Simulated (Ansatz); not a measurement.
Cost and result by functional for the adsorption energy of SiH3 on the 1x1 (10-10) surface of wurtzite AlN (cut with top plane Al + N), one in a 2x1 cell, started at the site 'top Al #2', in Ansatz (plane waves, PAW). Single points on the PBE structure, on one kind of machine; costs are rough ratios of the slab run's core time (references not counted) to the cheapest single point. r2SCAN's cost holds its higher cutoff (500 against 420 eV). Differences are taken against r2SCAN for comparison alone: no measured value is at hand, so the table doesn't rank accuracy. The points keep PBE's geometry, so the relaxation of a polaron and the settling of charge on one site are left out.

Host crystal: wurtzite AlN, with a band gap (PBE, scalar-relativistic without spin-orbit coupling).

Model: 36-atom slab, 8.9 Å thick at the start under the adsorbate (thin: gaps and levels are the slab's own), 3x4x1 mesh, Fermi-Dirac 0.01 eV, dipole correction, 16 atoms held, the rest relaxed; no symmetry held; spin-polarised, ending with about 0.8 μB a cell; orders that need a larger cell were not tried, no spin-orbit, no U, no dispersion correction. At the end it is bonded to N. In PBE it is, or lies within 0.03 eV of, the lowest of the starts that converged. These notes are the PBE run's. RPBE: The program's check for a lower electronic state was not made. r2SCAN: The program's check for a lower electronic state was not made. Adsorption energies are against SiH4(g) − ½ H2(g). A negative adsorption energy means that the adsorbate is more stable on the surface than in its reference.

| functional | relative cost | adsorption energy (eV) | less r2SCAN (eV) |
|---|---|---|---|
| RPBE | 1 | 0.05 | 0.40 |
| r2SCAN | 2 | -0.34 | 0.00 |
| PBE (the relaxed run's value) | – | -0.18 | 0.17 |

The values span 0.40 eV, while the single points' costs differ by a factor of roughly 2. Differences are of unrounded values.

Ansatz is a program for electronic structure.
